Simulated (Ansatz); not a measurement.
## Al₁₂W (Im-3, No. 204)

The numbers are results of PBEsol-D3(BJ) (plane waves, PAW; Ansatz, a program for electronic structure), not measurements.

Numerical settings: plane-wave cutoff 520 eV, 10×10×10 k mesh, Fermi–Dirac smearing 0.05 eV, no spin polarisation, scalar-relativistic PAW data made under PBE.

Cell (relaxed at this level):

Space group Im-3 (No. 204); a = b = c = 7.451 Å, α = β = γ = 90.00°

```tsv
atom	site	symmetry	x	y	z
Al	24g	m..	0.0000	0.3101	0.1850
W	2a	m-3.	0.0000	0.0000	0.0000
```
(The calculation used a cell of 13 atoms; values per cell refer to that cell.)

```json
{
 "bulk modulus B0": "106 GPa",
 "band_gap": "none",
 "pressure derivative B′ of the bulk modulus": "4.4"
}
```

Note: the volume lies 5 % below that of the published cell.

Spin–orbit coupling is not included.

Static lattice: no zero-point or thermal effects.

The result took around 9 core-minutes (rough).
